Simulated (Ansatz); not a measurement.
Take PbS in the rock salt structure (space group Fm-3m, No. 225; a = 5.903 Å) as the base.

Levels (all Ansatz, a program for electronic structure, PAW): PBEsol (420 eV, spin-orbit coupling left out); HSE06 (420 eV, no SOC).

The geometry is relaxed with PBEsol.

* **PBEsol lowest conduction level above the VBM at special points**: L 0.19 eV; W 2.08 eV; K 3.23 eV; Γ 5.18 eV

**Question.** How does going to HSE06 change the lowest conduction level above the VBM at special points?

**Answer.** The lowest conduction level above the VBM at special points changes from L 0.19 eV; W 2.08 eV; K 3.23 eV; Γ 5.18 eV to L 0.72 eV; W 2.70 eV; K 3.90 eV; Γ 6.05 eV.

Single points use the geometry relaxed with PBEsol. HSE06 was sampled on its mesh, a few special points and the semilocal edge points, so its gap is an upper bound. The levels and masses belong to the bands next to the band gap. Stability against distortions was not tested. The base started in Pnma and relaxed to Fm-3m at this level.
